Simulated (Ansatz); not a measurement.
Start from AlRu in the CsCl type structure (space group Pm-3m, No. 221; relaxed with 0.1 eV smearing).

```
CELL_PARAMETERS angstrom
      2.97703     0.00000     0.00000
      0.00000     2.97703     0.00000
      0.00000     0.00000     2.97703
ATOMIC_POSITIONS crystal
  Al 0.50000 0.50000 0.50000
  Ru 0.00000 0.00000 0.00000
```

Cartesian axes are those of the cell as printed.

The values are results of PBEsol (Ansatz, a first-principles code), without spin-orbit coupling, not measurements.

For the base:

- Pressure = 0.0 GPa

Perturbation: biaxial strain −2.08 %, plane normal [111], relaxed out of plane (Cartesian); in-plane vectors clamped, the third vector and the atoms free.

Task: Estimate the effect on the energy relative to the base, ratio −ε⊥/ε∥ and pressure.

Result: The energy increases by 17 meV/atom; the ratio −ε⊥/ε∥ amounts to 0.72; the pressure (mean of the normal stresses, compression positive) goes from zero to 6.6 GPa.

Whether these cells are dynamically stable was not tested. The final runs are not spin-polarised.
